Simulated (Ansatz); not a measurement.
Consider the following.

```yaml
crystal:
  lattice:
    - [3.89104, 0.00000, 0.00000]
    - [0.00000, 3.89104, 0.00000]
    - [0.00000, 0.00000, 3.89104]
  atoms:
    - { symbol: Sr, position: [0.50000, 0.50000, 0.50000] }
    - { symbol: Ti, position: [0.00000, 0.00000, 0.00000] }
    - { symbol: O, position: [0.00000, 0.50000, 0.00000] }
    - { symbol: O, position: [0.50000, 0.00000, 0.00000] }
    - { symbol: O, position: [0.00000, 0.00000, 0.50000] }
```

No spin polarisation.

Level of theory: plane-wave PAW DFT at the PBEsol level (Ansatz, a program for electronic structure, 420 eV), no spin-orbit coupling. k-mesh 9×9×9 (Γ-centred); smearing 0.05 eV (Fermi–Dirac).

Q: Predict the smallest direct gap, gap character and band gap.

A: 
- Smallest direct gap = 2.19 eV
- Gap character = indirect, R → Γ
- Band gap = 1.85 eV

No phonon test of stability was made. The final runs are not spin-polarised. The cell was made from SrZrO3 by this change: Zr → Ti. Many cubic perovskites are stable only at high temperature; tilts and polar distortions were not tested.
